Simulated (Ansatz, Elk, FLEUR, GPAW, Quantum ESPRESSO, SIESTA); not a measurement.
## MnO (Fm-3m, 4 atoms in the cell) computed with different codes at matched settings

Self-consistent single point.

```yaml
crystal:
  lattice:
    - [4.37340, 2.18670, 2.18670]
    - [2.18670, 4.37340, 2.18670]
    - [2.18670, 2.18670, 4.37340]
  atoms:
    - { symbol: Mn, position: [0.00000, 0.00000, 0.00000], spin: 5.0 }
    - { symbol: Mn, position: [0.50000, 0.50000, 0.50000], spin: -5.0 }
    - { symbol: O, position: [0.25000, 0.25000, 0.25000] }
    - { symbol: O, position: [0.75000, 0.75000, 0.75000] }
```
(The spins are starting values, not results.)

All programs got the same cell, k-point mesh and kind of occupations, and the same starting moments (in Ansatz's words: kpoints.mp_grid.grid = 7 7 7; magnetization.spin_polarized = true; scf.occupations.method = fermi_dirac; scf.occupations.width = 0.01 eV); potentials, basis and cutoffs are each program's usual ones.

```tsv
code	model	gap on the mesh (eV)	k-points	cutoff
SIESTA	GGA PBE, numerical atomic orbitals DZP, PseudoDojo PBE standard norm-conserving potentials (rewritten from UPF to PSML)	1.176	172	grid 300 Ry
Quantum ESPRESSO	PBE, SSSP 1.1.2 efficiency (PBE) pseudopotentials	1.035	44	55 Ry
FLEUR	PBE, all-electron FLAPW (FLEUR), scalar-relativistic valence	1.053	44	Kmax 4.3 1/bohr
Ansatz	PBE, default PAW files	1.028	44	default
GPAW	PBE, GPAW PAW datasets PBE (gpaw-data 1.0.1)	0.948	44	950 eV
Elk	PBE, all-electron FP-LAPW, Elk's shipped species files, APW+lo basis with extra local orbitals	1.063	44	rgkmax 8
```

Gaps are read on the mesh.

The spread over the programs that give each value: gap on the mesh within 0.228 eV.

The starting cell has typed, rounded lattice constants, without a prior relaxation at this level. Its lattice was rescaled by a random factor within 2.5 % of one. On Ansatz's run: The magnetic order is the one reached from the typed start; others were not searched systematically. In the base run, with a pressure of about 7 GPa the cell is away from its equilibrium volume at this level.

Question: Why do the programs differ, and what cannot be compared?

Answer: Differences of this kind can come from the potentials, where these differ, and from what each basis and cutoff leave unconverged. The zero of total energies and Fermi levels follows the potentials and each program's conventions, so they are not compared here. SIESTA uses small atom-centred bases, whose incompleteness enters pressures, forces and empty levels differently from a plane-wave cutoff. FLEUR and Elk treat all electrons, but the usual bases taken here (sphere radii, linearisation, local orbitals, empty states) were not tested for convergence, so the values are no reference for the others. Site moments depend on each program's spheres or projections; the total moment of the cell does not. The programs reduce the same mesh by symmetry to different extents, which changes the work and not the result. In the gap, SIESTA (by 0.147) lies more than 0.12 eV from the median of the plane-wave programs.

Left out of this page: ABINIT (stopped by limits of time or memory).

Ansatz is a quantum-chemistry and plane-wave program.

Keys are those of Ansatz 0.2.
